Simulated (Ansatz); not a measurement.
**Effect of Al interstitial (started 1.89 Å from the nearest host atom), symmetric start on AlN**

The parent structure is a 16-atom supercell of AlN in the zinc blende structure (space group F-43m, No. 216; a = 4.370 Å) at its relaxed geometry.

Now apply this change: one Al atom is added in an open site, starting 1.89 Å from the nearest host atom, atoms relaxed at fixed cell.

Method: Ansatz (a program for electronic structure), r2SCAN, PAW, cutoff 500 eV, no spin-orbit coupling. k-mesh 5×5×5 (Γ-centred); smearing 0.01 eV (Fermi–Dirac).

```json
[
 {"quantity": "pressure", "base": "0.0 GPa", "changed": "18.8 GPa", "shift": "+18.8 GPa"},
 {"quantity": "largest displacement of a host atom from its site in the perfect cell", "base": "–", "changed": "0.19 Å", "shift": "–"},
 {"quantity": "final site of the added atom", "base": "–", "changed": "4 N at 1.82 Å (tetrahedral)", "shift": "–"}
]
```

Other magnetic orders, which the real material may have, were not ruled out. The cell is small, so the values are those of an ordered compound at a high defect concentration; dilute-limit values will differ. A case with no gap was solved on a k-mesh chosen for an insulator, which is coarse for it. The defect started on the symmetric site and kept its symmetry, so it may sit on a saddle. Seeded moments were not kept for Al interstitial (started 1.89 Å from the nearest host atom). The defect cell is spin-polarised and ends with 0.1 μB. This is not the structure that AlN has at room temperature and ambient pressure.
